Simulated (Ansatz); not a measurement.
The parent structure is Al₂O₃ in the corundum structure (space group R-3c, No. 167; a = 4.774 Å, c = 13.015 Å (hexagonal axes)). Axes: x lies along a and z along c of the hexagonal cell.

Structures relaxed with PBEsol in Ansatz (plane waves to 420 eV, PAW, scalar-relativistic without spin-orbit coupling).

Base:

Simulated powder pattern, Mo Kα, λ = 0.71073 Å (kinematic, ideal powder, no thermal factors, no anomalous dispersion; the 8 strongest lines at most, above 2 %, up to 2θ = 40°):

```json
[
 {"2θ (°)": "11.69", "I/Imax (%)": "50", "hkl": "(012)"},
 {"2θ (°)": "15.98", "I/Imax (%)": "81", "hkl": "(104)"},
 {"2θ (°)": "17.12", "I/Imax (%)": "38", "hkl": "(110)"},
 {"2θ (°)": "19.57", "I/Imax (%)": "90", "hkl": "(113)"},
 {"2θ (°)": "23.50", "I/Imax (%)": "48", "hkl": "(024)"},
 {"2θ (°)": "25.58", "I/Imax (%)": "100", "hkl": "(116)"},
 {"2θ (°)": "29.23", "I/Imax (%)": "42", "hkl": "(214)"},
 {"2θ (°)": "29.89", "I/Imax (%)": "65", "hkl": "(300)"}
]
```

After one change:

Simulated powder pattern, Mo Kα, λ = 0.71073 Å (kinematic, ideal powder, no thermal factors, no anomalous dispersion; the 8 strongest lines at most, above 2 %, up to 2θ = 40°):

```
2θ (°)  I/Imax (%)
------  ----------
11.77           51
16.21           87
17.12           42
19.67           95
23.66           52
25.91          100
29.36           45
29.89           70
```

Task: What was done to the base?
A. uniaxial strain ε_zz = −2.25 %
B. uniaxial strain ε_zz = −1.50 %
C. uniaxial strain ε_zz = −0.75 %

Result: A, uniaxial strain ε_zz = −2.25 %. Its volume per atom is 8.37 Å³ against 8.56 Å³, and its space group is R-3c (No. 167).

Whether these cells are dynamically stable was not tested.

Ansatz is a program for electronic structure.
